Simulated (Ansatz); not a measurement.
Start from GaMo$_{4}$S$_{8}$ (space group F-43m, No. 216; a = 9.6654 Å).

Calculations: PBEsol/PAW in Ansatz (a program for electronic structure), no spin-orbit coupling.

For the base:

- Lattice parameter a = 9.665 Å

It is then changed as follows: a hydrostatic pressure of 0.7 GPa.

### Question
What does the calculation give for the lattice parameter a after the change?

### Answer
The lattice parameter a falls by 0.021 Å (9.665 Å → 9.644 Å).

Load acts through the strain it causes; cell and atoms are relaxed under it. Stability against distortions was not tested. The base started in R3m and relaxed to F-43m at this level. The final runs are not spin-polarised. An odd electron count without spin: GaMo4S8.
